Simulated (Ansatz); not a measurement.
# Na3Sb: band gap against strain

Na3Sb (P6_3/mmc, 28.878 Å³/atom and stress up to 0.01 GPa in the relaxed cell, c along z) under an equal strain ε along all three axes. PBEsol in Ansatz, a plane-wave DFT program (PAW, default set), 420 eV, 10×10×5 Γ-centred mesh, Fermi-Dirac smearing 0.05 eV; ions are relaxed, or left where forces stay under 0.02 eV/Å, within the symmetry of each cell. Gaps are the smallest over the k-mesh and a band path, without spin-orbit coupling; in all rows the valence edge lies at Γ and the conduction edge at Γ.

Here s stands for strain and Eg for gap.

| strain (%) | gap (eV) |
|---|---|
| 0.00 | 0.427 |
| 0.75 | 0.376 |
| 1.50 | 0.324 |
| 2.25 | 0.275 |
| 3.00 | ? |

Taking a straight line for Eg over the 4 complete rows: Means: s 1.1250, Eg 0.3505. About the means, the sum of products is -0.19050 and the sum of squares of s is 2.8125; the slope is their ratio. Least squares gives Eg = 0.4267 - 0.06773·s. Residuals (row less fit): 0.0003, 0.0001, -0.0011, 0.0007; standard error 0.0009 (degrees of freedom: 2). Over these rows the gap moves by -6.77 ± 0.06 eV per unit strain, or -2.3 eV per unit of ln V.

Question: Estimate the missing Eg (s = 3.00); what did the run itself give?

Answer: Eg = 0.4267 - 0.06773 × 3.00 = 0.2235 eV. The calculation gives 0.228 eV, 0.0045 eV above the prediction (2.3 % of the range of Eg in the table). The row lies outside the fitted rows, so this is an extrapolation. From the scatter of the fitted rows alone, a prediction at this place has a standard error of 0.0015 eV, so the miss is 3.0 times that.

The start is a measured cell from the literature; how it stands against other phases or cation orders wasn't checked. Spin-orbit coupling is left out, which can shift this property for Na3Sb. Rows are the converged runs of the series near zero and its far end; series whose fitted rows scatter by over a few per cent of the range, as at a crossing or softening among them, aren't shown in this form, nor equations of state whose B0' disagrees with the runs' pressures. Most that stay on the fit to the last digits aren't either.
